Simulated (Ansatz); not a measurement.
Functionals compared on a constructed model of the (0001) surface of hcp Zr, a pseudomorphic layer of Zn in the host's stacking (bottom of the slab: a bare face, its two planes held), in Ansatz (plane waves, PAW). The structure was relaxed with PBE; the other rows are single points on it. Cutoff 420 eV (500 eV for r2SCAN).

Slab: 7 atoms, 15.4 Å thick at the start; k 13x13x1, smearing 0.1 eV, dipole-corrected; 2 atoms held, the rest relaxed; held to the start's symmetry, so lower structures may exist; no spin, no spin-orbit, no U. It is one candidate, not shown to be the stable structure of the face. These notes are the PBE run's.

| functional | work function of the top face (eV) | rough cost of the single point |
|---|---|---|
| PBE | 3.75 | – |
| RPBE | … | around 25 core-seconds (rough) |
| r2SCAN | 3.75 | about 50 core-seconds (a rough figure) |

### Question
Some entries are withheld; supply them.

### Answer

- RPBE, work function of the top face (eV): 3.59

Ansatz is a program for electronic structure.
